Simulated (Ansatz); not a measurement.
Take Nb in the bcc (W type) structure (space group Im-3m, No. 229; a = 3.303 Å) as the base.

Structures relaxed with r2SCAN/PAW in Ansatz (an electronic-structure program), no spin-orbit coupling.

Base:

Simulated powder pattern, Mo Kα, λ = 0.71073 Å (kinematic, ideal powder, no thermal factors, no anomalous dispersion; the 14 strongest lines at most, above 2 %, up to 2θ = 40°):

```
2θ (°)  I/Imax (%)    hkl
------  ----------  -----
17.51          100  (110)
24.85           18  (200)
30.56           39  (211)
35.44           12  (220)
39.78           17  (310)
```

Perturbation: a hydrostatic pressure of 50 GPa.

Problem. Predict the new powder pattern.

Solution. 
Simulated powder pattern, Mo Kα, λ = 0.71073 Å (kinematic, ideal powder, no thermal factors, no anomalous dispersion; the 14 strongest lines at most, above 2 %, up to 2θ = 40°):

```json
[
 {"2θ (°)": "18.72", "d (Å)": "2.186", "I/Imax (%)": "100", "hkl": "(110)"},
 {"2θ (°)": "26.59", "d (Å)": "1.545", "I/Imax (%)": "18", "hkl": "(200)"},
 {"2θ (°)": "32.71", "d (Å)": "1.262", "I/Imax (%)": "38", "hkl": "(211)"},
 {"2θ (°)": "37.95", "d (Å)": "1.093", "I/Imax (%)": "12", "hkl": "(220)"}
]
```

The indices refer to the base's conventional cell; one index is shown for lines that coincide.

Load acts through the strain it causes; cell and atoms are relaxed under it. Stability against distortions was not tested. No other phases were tried under pressure. The final runs are not spin-polarised.
